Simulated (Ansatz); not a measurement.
Take HfSiO4 (space group I4_1/amd, No. 141; a = 6.582 Å, c = 5.966 Å) as the base. Axes: x, y, z lie along a, b, c of the conventional cell.

All numbers come from PBEsol (Ansatz, an electronic-structure program; PAW; 420 eV plane waves; scalar-relativistic without spin-orbit coupling).

Strains are applied to the cell and any free atomic positions relax; under biaxial strain the out-of-plane vector relaxes too.

One change was made to it. Results:

| quantity | base | after |
|---|---|---|
| pressure (mean of the normal stresses, compression positive) | 0.00 GPa | 27.45 GPa |
| energy relative to the base (free energy F) | 0 meV/atom | +78 meV/atom |

### Question
Name the change that was made.
A) isotropic strain −3.15 %
B) biaxial strain −2.26 %, plane normal [001], relaxed out of plane
C) biaxial strain +4.54 %, plane normal [001], relaxed out of plane

### Answer
A, isotropic strain −3.15 %. For comparison, the energy relative to the base in the other runs: biaxial strain −2.26 %, plane normal [001], relaxed out of plane gives +15 meV/atom; biaxial strain +4.54 %, plane normal [001], relaxed out of plane gives +47 meV/atom.

Stability against distortions was not tested.
